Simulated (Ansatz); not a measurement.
The parent structure is Li in the bcc (W type) structure (space group Im-3m, No. 229; a = 3.435 Å).

Level of theory: Ansatz (a quantum-chemistry and plane-wave program), PBEsol, PAW, cutoff 420 eV, scalar-relativistic without spin-orbit coupling, earlier PAW set.

One change was made to it. Results:

| quantity | base | after |
|---|---|---|
| density | 0.57 g/cm³ | 1.04 g/cm³ |
| shortest interatomic distance | 2.974 Å | 2.434 Å |

**Question.** What was done to the base?
A) pressure 4.5 GPa
B) pressure 2.1 GPa
C) pressure 22.5 GPa
D) pressure −2 GPa
E) pressure −1 GPa

**Answer.** C, pressure 22.5 GPa. For comparison, the density in the other runs: pressure 4.5 GPa gives 0.71 g/cm³; pressure −1 GPa gives 0.52 g/cm³; pressure 2.1 GPa gives 0.64 g/cm³; pressure −2 GPa gives 0.46 g/cm³.

Load acts through the strain it causes; cell and atoms are relaxed under it. No phonon test of stability was made. Measured, Li leaves this structure (for fcc) near 7.5 GPa (temperature not stated; as listed in Olga Degtyareva, NATO science for peace and security series. B, Physics and biophysics (2010)).
